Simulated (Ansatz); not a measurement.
Consider SrTiO$_{3}$ in the cubic perovskite structure (space group Pm-3m, No. 221).

```
CELL_PARAMETERS angstrom
      3.89114     0.00000     0.00000
      0.00000     3.89114     0.00000
      0.00000     0.00000     3.89114
ATOMIC_POSITIONS crystal
  Sr 0.00000 0.00000 0.00000
  Ti 0.50000 0.50000 0.50000
  O  0.50000 0.00000 0.50000
  O  0.00000 0.50000 0.50000
  O  0.50000 0.50000 0.00000
```

All numbers come from PBEsol, PAW, 420 eV (Ansatz, a first-principles code; no SOC).

Base values:

| Quantity | Result |
|---|---|
| Volume per atom | 11.78 Å³ |
| Band gap | 1.85 eV |

Modification: hydrostatic tension (pressure −1 GPa).

**Question.** Predict the new volume per atom.

**Answer.** The volume per atom rises by 0.064 Å³ (11.78 Å³ → 11.85 Å³).

**Question.** What does the calculation give for the band gap after the change?

**Answer.** The band gap stays essentially unchanged (1.85 eV against 1.84 eV).

Load acts through the strain it causes; cell and atoms are relaxed under it. Whether these cells are dynamically stable was not tested. All final runs are without spin polarisation. Many cubic perovskites are stable only at high temperature; tilts and polar distortions were not tested.
